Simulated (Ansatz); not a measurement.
Defect: C vacancy in 3C silicon carbide with all lengths changed by -1 %, charge state +2. Calculation: PBE, PAW (plane waves to 420 eV; Ansatz, a program for electronic structure).

64-site cell at the strained lattice (strain from the relaxed PBE one, atoms relaxed), a 2×2×2 k-point mesh shifted by half a step, smearing 0.01 eV, spin-restricted, no finite-size correction. Static, classical nuclei. The charge state is imposed; whether it is stable for some Fermi level was not computed. Forms of the defect that were not tried may lie lower.

Barriers: single points on a 3×3×3 k-point mesh shifted by half a step at the bands' geometries.

The only route run: one C atom jumps into the vacancy from a nearby C site; the atom moves 3.04 Å along (0.00, -0.50, -0.50) of the unit cell; the moving atom starts with neighbours Si at 1.84, 2 Si at 1.88, Si at 1.91 Å and ends with Si at 1.84, 2 Si at 1.88, Si at 1.91 Å. Its barrier is 5.29 eV. The saddle point's order was not checked, and it lies on a symmetry element of the cell, where a band can be held. The defect has 12 equivalent sites to jump to, 3.07 Å away. Attempt frequency: take 10 THz as a typical guess.

Estimate the defect's diffusion coefficient at 600 K, how far it wanders in 1 h, and how much an error of 0.1 eV in the barrier would matter.

kT = 0.0517 eV, so each jump happens at Γ = ν exp(−E/kT) = 1.0e13 × exp(−102.31) ≈ 3.7e-32 s⁻¹. For uncorrelated jumps in a cubic host D = z λ² Γ / 6 = 12 × (3.07e-8 cm)² × 3.7e-32 / 6 ≈ 7.0e-47 cm²/s. The root-mean-square distance is √(6Dt) ≈ 1e-14 nm, less than one jump, so the defect is frozen in. An error of 0.1 eV changes D by a factor exp(0.1/kT) ≈ 6.9, and the distance by its square root. This is the isolated defect's own diffusivity; trapping, its concentration and zero-point motion are left out.
